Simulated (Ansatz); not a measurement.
Start from HgS in the zinc blende structure (space group F-43m, No. 216).

```
CELL_PARAMETERS angstrom
      0.00000     2.99579     2.99579
      2.99579     0.00000     2.99579
      2.99579     2.99579     0.00000
ATOMIC_POSITIONS crystal
  Hg 0.00000 0.00000 0.00000
  S  0.25000 0.25000 0.25000
```

Method: DFT with PBE, PAW potentials and a 420 eV plane-wave cutoff in Ansatz (a program for electronic structure), scalar-relativistic without spin-orbit coupling.

For the base:

Volume per atom: 26.89 Å³

Modification: a hydrostatic pressure of 0.9 GPa.

**Question.** Predict the new volume per atom.

**Answer.** The volume per atom decreases by 0.46 Å³ to 26.43 Å³.

The mesh was chosen for an insulator and is coarse for the gapless case. Load acts through the strain it causes; cell and atoms are relaxed under it. No phonon test of stability was made. The final runs are not spin-polarised.
